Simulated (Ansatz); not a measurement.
Consider N-vacancy pair (N on one host C site, one C site vacant) in 4H silicon carbide, charge state -1. The step: one C atom jumps into the vacancy from a nearby C site (N-vacancy distance between ideal sites 3.09 Å throughout); the atom moves 2.87 Å along (0.93, 0.93, 0.00) of the unit cell; the moving atom starts with neighbours Si at 1.89, Si at 1.93, Si at 1.96, Si at 1.99 Å and ends with Si at 1.89, Si at 1.93, Si at 1.96, Si at 1.99 Å. DFT values are from Ansatz (plane-wave PAW, 420 eV unless said) in a cell of 72 host sites, spin-restricted, static, with no finite-size correction. The charge state is imposed; whether it is stable for some Fermi level was not computed. Forms of the defect that were not tried may lie lower. The start lies 0.84 eV above the lowest site run (PBE). For the PBE band: the saddle point's order was not checked, and it lies on a symmetry element of the cell, where a band can be held.

| Level | Forward barrier (eV) | Cost of the band or of the saddle's single point |
|---|---|---|
| CHGNet universal potential (has no charge state), its own band | 2.76 | - |
| PBE, the Γ point alone, band relaxed | 2.67 | about 5 core-minutes (a rough figure) |
| PBE, a 2×2×2 k-point mesh shifted by half a step along c, same geometries | 3.35 | very roughly 40 core-seconds |
| r2SCAN at 500 eV, the Γ point alone, same geometries | (withheld) | around 26 core-seconds (rough) |

### Question
Complete the blanks.

### Answer

- r2SCAN at 500 eV, the Γ point alone, same geometries, Forward barrier (eV): 3.06

Ansatz is an electronic-structure program.
